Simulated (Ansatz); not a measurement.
The starting structures come from a database of crystals and need not be the phases stable at ambient conditions.

 Where the default PAW files enter, the runs use the earlier of Ansatz's two default sets.

Inside the gap of an insulator the Bloch states are evanescent, with a wavenumber k + iκ along the transport direction.

Consider the following.

```
CELL_PARAMETERS angstrom
      5.58258     0.00000     0.00000
     -2.79129     4.83466     0.00000
      2.79129     1.61155     2.28885
ATOMIC_POSITIONS crystal
  Ba 0.99972 0.99986 0.00042
  Ti 0.97334 0.48667 0.53999
  O  0.53133 0.02028 0.95762
  O  0.02210 0.51105 0.95762
  O  0.53133 0.51105 0.95762
```

Space group of this cell: R3m. The cell is strained (all lengths scaled by 0.98); by r2SCAN its mean pressure is 9.8 GPa.

Transport runs along the normal of the first two printed cell vectors, the (001) plane of the conventional cell.

The gap is the functional's own. No spin-orbit coupling. Mid-gap values are interpolated on the energy grid.

Predict the band gap and the smallest decay constant κ at mid-gap from r2SCAN in Ansatz (an electronic-structure program).

Gap 2.94 eV on a 14×14×14 mesh; κ = 0.380 1/Å, at (0.167, 0.000) of the in-plane reciprocal vectors. At the zone centre, at the nearest computed energy, the slowest state has κ = 0.40 1/Å.
